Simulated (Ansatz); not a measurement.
Cubic perovskite CsSnI₃ (cubic high-temperature phase), treated with G0W0@PBEsol (plane waves, hard PAW, contour deformation; Ansatz, an electronic-structure program).

The same calculation (at the measured cell, 47.797 Å³/atom) with different numerical settings; throughout: k mesh 2×2×2:

```tsv
run	response cutoff (eV)	empty bands	quasiparticle gap on the mesh (eV)	quasiparticle gap at Γ (eV)	rough time
1	70	584	0.654	4.817	4 core-min
2	105	1073	0.759	4.939	10 core-min
3	140	1651	0.808	4.982	30 core-min
4	175	2308	0.837	5.002	70 core-min
```

In the column quasiparticle gap at Γ (eV) the first row differs from the last by -0.185 and the next to last by -0.020.

The last row is no converged limit: other settings stay fixed.

Spin–orbit coupling is not included.

Note: filled d or f shells below the valence bands can shift G0W0 gaps through exchange with them, which wasn't tested here.
